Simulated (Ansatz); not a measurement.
The parent structure is AlN in the zinc blende structure (space group F-43m, No. 216).

```
AlN
1.0
    0.00000     2.18887     2.18887
    2.18887     0.00000     2.18887
    2.18887     2.18887     0.00000
Al N
1 1
Direct
  0.00000   0.00000   0.00000
  0.25000   0.25000   0.25000
```

Cartesian axes are those of the cell as printed.

Method: plane-wave PAW DFT at the PBEsol level (Ansatz, a first-principles code, 420 eV), no spin-orbit coupling.

Strains are applied to the cell and any free atomic positions relax.

One change was made to it. Results:

The band gap falls by 0.026 eV, from 3.19 eV to 3.17 eV; the energy stays essentially unchanged; the valence-band top at Γ (three highest levels, from the VBM) comes out as 0.00, -0.03, -0.05 eV.

Task: What was done to the base?
A. tensor shear ε_xy = +0.86 %
B. tensor shear ε_xy = +1.71 %
C. tensor shear ε_xy = +2.00 %
D. tensor shear ε_xy = +1.43 %
E. tensor shear ε_xy = +0.29 %

Result: E, tensor shear ε_xy = +0.29 %. For comparison, the band gap in the other runs: tensor shear ε_xy = +0.86 % gives 3.11 eV; tensor shear ε_xy = +1.43 % gives 3.04 eV; tensor shear ε_xy = +2.00 % gives 2.97 eV; tensor shear ε_xy = +1.71 % gives 3.01 eV.

Stability against distortions was not tested. This is not the structure that AlN has at room temperature and ambient pressure.
